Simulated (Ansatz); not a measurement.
SiC, response to strain

The reference is SiC in the wurtzite structure (space group P6_3mc, No. 186; a = 3.076 Å, c = 5.048 Å). Axes: x lies along a and z along c of the hexagonal cell.

Strains are applied to the cell and any free atomic positions relax; under biaxial strain the out-of-plane vector relaxes too.

Method: plane-wave PAW DFT at the PBEsol level (Ansatz, a first-principles code, 420 eV), no SOC.

Candidates:
(a) isotropic strain +1.12 %
(b) tensor shear ε_yz = +3.48 %
(c) biaxial strain −2.58 %, plane normal [001], relaxed out of plane

Before the change:

The band gap is 2.12 eV.

Q: Order them by band gap, highest first.

A: (a) isotropic strain +1.12 % (2.18 eV), (b) tensor shear ε_yz = +3.48 % (1.93 eV), (c) biaxial strain −2.58 %, plane normal [001], relaxed out of plane (1.76 eV)

Whether these cells are dynamically stable was not tested.
